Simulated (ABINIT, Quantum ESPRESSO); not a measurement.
An ABINIT input for a self-consistent single point of Bi (R-3m, 2 atoms in the cell) (DFT, PBE, plane waves, PAW (JTH v2.0 PBE PAW)):

```
# Bi, JTH v2.0 PBE PAW
pp_dirpath "./"
pseudos "Bi.GGA_PBE-JTH.xml"
acell 3*1.0
rprim
         7.9879798970   -4.3623235889    0.0000002874
         7.9879798970    4.3623235889    0.0000002874
         5.6056667966    0.0000000000    7.1703688674
natom 2
ntypat 1
znucl 83
typat 1 1
xred
         0.2340000000    0.2340000000    0.2340000000
         0.7660000000    0.7660000000    0.7660000000
ecut 40 Ry
pawecutdg 80 Ry
pawxcdev 0
occopt 7
tsmear 0.00999582
nband 21
kptopt 1
ngkpt 9 9 9
nshiftk 1
shiftk 0 0 0
nstep 80
tolvrs 1.0e-12
prtwf 0
prtden 0
enunit 2
```

Question: Give the Quantum ESPRESSO input for the same structure, mesh, smearing and functional.

Answer: This is the input that was run; spellings and numerical settings could be chosen otherwise.

```fortran
&CONTROL
   calculation = 'scf'
   prefix = 'bi'
   outdir = './out'
   pseudo_dir = './'
   tprnfor = .true.
   tstress = .true.
/
&SYSTEM
   ibrav = 0
   nat = 2
   ntyp = 1
   ecutwfc = 40
   ecutrho = 200
   occupations = 'smearing'
   smearing = 'gauss'
   degauss = 0.019992
/
&ELECTRONS
   conv_thr = 1.0e-11
   mixing_beta = 0.3
/
ATOMIC_SPECIES
Bi   208.9804  bi_pbe_v1.uspp.F.UPF
ATOMIC_POSITIONS {alat}
Bi    0.5548633527    0.0000000000    0.1843501097
Bi    1.8163475564    0.0000000000    0.6034708719
K_POINTS {automatic}
9 9 9  0 0 0
CELL_PARAMETERS {angstrom}
   4.2270569226    -2.3084422298     0.0000001521
   4.2270569226     2.3084422298     0.0000001521
   2.9663911206     0.0000000000     3.7943957984
```

Basis, cutoffs, solver keys and any potentials are the target program's own. This input uses DFT, PBE, plane waves, GBRV 1.5 ultrasoft (PBE) pseudopotentials. Both were run: pressure -0.69 GPa in ABINIT and -0.99 in Quantum ESPRESSO; largest force 0.015 eV/Å in ABINIT and 0.020 in Quantum ESPRESSO.

On Quantum ESPRESSO: the starting cell has typed, rounded lattice constants, without a prior relaxation at this level. Its lattice was rescaled by a random factor within 2.5 % of one.

On ABINIT: the starting cell has typed, rounded lattice constants, without a prior relaxation at this level. Its lattice was rescaled by a random factor within 2.5 % of one.
